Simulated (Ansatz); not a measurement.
Results of PBEsol (Ansatz, a program for electronic structure, plane waves, PAW) for NbCl5 (C2/m, No. 12).

Run with plane-wave cutoff 520 eV, 4×4×6 k mesh (along the axes of the cell as run), Fermi–Dirac smearing 0.01 eV, no spin polarisation, scalar-relativistic PAW data made under PBE.

Computed at the level's own relaxed cell.

**Question.** What does this level give for the band gap and smallest direct gap on the k points sampled?

**Answer.** 
band gap: 2.27 eV
smallest direct gap on the k points sampled: 2.30 eV

Note: for a layered or molecular solid the relaxed cell lies over 5 % above the published volume, where the minimum can be shallow; the cell comes from a level without a dispersion term, which matters for the spacing of layers, chains or molecules; the volume lies 8 % above that of the published cell; this cell isn't known to be the ambient phase, and symmetry holds it in the calculation.

Spin–orbit coupling is not included.
